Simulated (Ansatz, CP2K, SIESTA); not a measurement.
Code comparison for YCo2Ge2 (P1, 5 atoms in the cell)

Self-consistent single point, at a second geometry (atoms moved at random). First geometry:

```xyz
5
Lattice="-1.9719 1.9719 5.0421 1.9719 -1.9719 5.0421 1.9719 1.9719 -5.0421" Properties=species:S:1:pos:R:3 pbc="T T T"
Y      0.0000     0.0000     0.0000
Co     0.0000     1.9719     2.5210
Co     1.9719     0.0000     2.5210
Ge     0.0000     0.0000     6.3417
Ge     0.0000     0.0000     3.7424
```

Second geometry:
```yaml
crystal:
  lattice:
    - [-1.97187, 1.97187, 5.04209]
    - [1.97187, -1.97187, 5.04209]
    - [1.97187, 1.97187, -5.04209]
  atoms:
    - { symbol: Y, position: [0.01427, 0.00013, 0.00432] }
    - { symbol: Co, position: [0.73881, 0.26228, 0.50261] }
    - { symbol: Co, position: [0.23682, 0.75226, 0.49712] }
    - { symbol: Ge, position: [0.63863, 0.62508, 0.00102] }
    - { symbol: Ge, position: [0.37147, 0.36025, 0.99494] }
```

Shared settings, as Ansatz (a first-principles code) writes them: kpoints.mp_grid.grid = 7 7 7; scf.occupations.method = gaussian; scf.occupations.width = 0.2 eV. Potentials and cutoffs stand in the table.

| code | model | ΔF from the first geometry (meV/atom) | pressure (GPa) | largest force (eV/Å) | cutoff |
|---|---|---|---|---|---|
| Ansatz | LDA (PW92), PAW files made with PBE | 17.7 | -6.51 | 0.986 | default |
| SIESTA | LDA PW92, numerical atomic orbitals DZP, PseudoDojo LDA standard norm-conserving potentials (rewritten from UPF to PSML) | 20.7 | -5.27 | 1.163 | grid 300 Ry |
| CP2K | LDA (Pade form), GPW, DZVP-MOLOPT-SR-GTH basis, GTH-PADE potentials (GTH_POTENTIALS) | 17.1 | -6.96 | 0.953 | grid 600 Ry |

Size of the force on each atom (eV/Å): Sizes of forces hide their directions.

| code | Y1 | Co2 | Co3 | Ge4 | Ge5 |
|---|---|---|---|---|---|
| Ansatz | 0.281 | 0.922 | 0.848 | 0.986 | 0.637 |
| SIESTA | 0.313 | 1.051 | 0.993 | 1.163 | 0.741 |
| CP2K | 0.281 | 0.903 | 0.825 | 0.953 | 0.620 |

On Ansatz's run: spin polarisation is off.

The spread over the programs that give each value: ΔF from the first geometry within 3.6 meV/atom; pressure within 1.69 GPa; largest force within 0.210 eV/Å.

SIESTA and CP2K use small atom-centred bases, whose incompleteness enters pressures, forces and empty levels differently from a plane-wave cutoff. Ansatz's pressure is given at a fixed set of plane waves, as the other plane-wave codes print theirs; with its correction for the finite basis it is -6.44 GPa.

The starting cell comes from a database of computed structures (which also holds hypothetical and non-ambient phases and stackings), without a prior relaxation at this level. Its lattice was rescaled by a random factor within 2.5 % of one. For this run, on top of that: atoms moved at random.

Keys are those of Ansatz 0.2.
